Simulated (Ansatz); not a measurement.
The starting structures come from a database of crystals and need not be the phases stable at ambient conditions.

Inside the gap of an insulator the Bloch states are evanescent, with a wavenumber k + iκ along the transport direction.

Here is the system:

```xyz
8
Lattice="6.7454 0.0000 0.0000 0.0000 7.9504 0.0000 3.3727 -3.9752 3.9752" Properties=species:S:1:pos:R:3 pbc="T T T"
Tl     0.0000     3.9752     0.0000
Tl     3.3727     3.9752     0.0000
Si     0.0000     0.0000     0.0000
Hg     3.3727     0.0000     0.0000
Se     4.7609    -2.6672     2.6672
Se     5.3571     1.3080     1.3080
Se     1.3883    -1.3080     1.3080
Se     8.7298     2.6672     2.6672
```

Space group of this cell: I-42m. The cell was relaxed by PBE-D3(BJ); by PBEsol its mean pressure is -0.8 GPa.

Transport runs along the normal of the first two printed cell vectors, the (100) plane of the conventional cell.

No gap correction and no spin-orbit coupling; mid-gap values are interpolated between computed energies.

### Question
Compute, with PBEsol run with Ansatz (a quantum-chemistry and plane-wave program), the band gap and the smallest decay constant κ at mid-gap.

### Answer
Gap 0.70 eV on a 8×8×8 mesh; κ = 0.164 1/Å, at (0.167, 0.500) of the in-plane reciprocal vectors. At the zone centre, at the nearest computed energy, the slowest state has κ = 0.17 1/Å.
